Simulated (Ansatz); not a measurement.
**How the volume per atom of MoSi (model structure, started from the NbAs type, I4₁md, No. 109, 4 atoms in the cell) moves with the method**

No measured value is used here.

| level (code) | value (Å³/atom) |
|---|---|
| PBE (Ansatz) | ___ |
| PBEsol (Ansatz) | 14.68 |
| PBE-D3(BJ) (Ansatz) | 14.60 |

Q: Fill in the missing entries.

A: 
- PBE (Ansatz, an electronic-structure program), value (Å³/atom): 15.07

Ansatz's density-functional and Hartree–Fock values are scalar-relativistic unless marked +SOC, with PAW data made under PBE.

A model structure was made by putting elements into a prototype or built by hand; it is no filed structure, need not be a known phase, and can be a saddle point held by its symmetry.
